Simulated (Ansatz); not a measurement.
Band structure of MoRu (P-6m2, 2 atoms in the cell).

```yaml
crystal:
  lattice:
    - [2.80380, 0.00000, 0.00000]
    - [-1.40190, 2.42816, 0.00000]
    - [0.00000, 0.00000, 4.50612]
  atoms:
    - { symbol: Mo, position: [0.66667, 0.33333, 0.00000] }
    - { symbol: Ru, position: [0.33333, 0.66667, 0.50000] }
```

Method of the run: LDA (PW92), PAW files made with PBE (plane waves; Ansatz, a program for electronic structure).

Settings: kpoints.mp_grid.grid = 13 13 7; hamiltonian.xc = lda; hamiltonian.pseudopotentials = {kind: paw} (an earlier, softer set of the program's PAW files); scf.occupations.method = fermi_dirac; scf.occupations.width = 0.1 eV; kpoints.band_path.npoints = 8.

The starting cell comes from a database of computed structures (which also holds hypothetical and non-ambient phases and stackings), without a prior relaxation at this level. Its lattice was rescaled by a random factor within 2.5 % of one. Spin polarisation is off.

Levels in eV from the Fermi level, bands 12 to 18:
| point | 12 | 13 | 14 | 15 | 16 | 17 | 18 |
|---|---|---|---|---|---|---|---|
| Γ | -1.77 | -1.36 | -0.38 | -0.38 | -0.34 | -0.34 | 1.53 |
| M | -1.81 | -1.05 | -1.00 | -0.41 | 1.63 | 3.22 | 4.25 |
| K | -2.74 | -2.10 | -1.34 | 0.04 | 1.87 | 2.38 | 2.49 |
| A | -1.95 | -1.95 | -1.37 | -1.26 | -1.26 | 1.19 | 1.19 |
| L | -3.19 | -0.59 | 0.83 | 0.91 | 1.76 | 1.82 | 3.62 |
| H | -3.02 | -2.12 | -1.15 | -0.12 | 0.11 | 1.96 | 2.96 |

Bands cross the Fermi level along this path, so the cell is metallic at this level.

Keys are those of Ansatz 0.2.
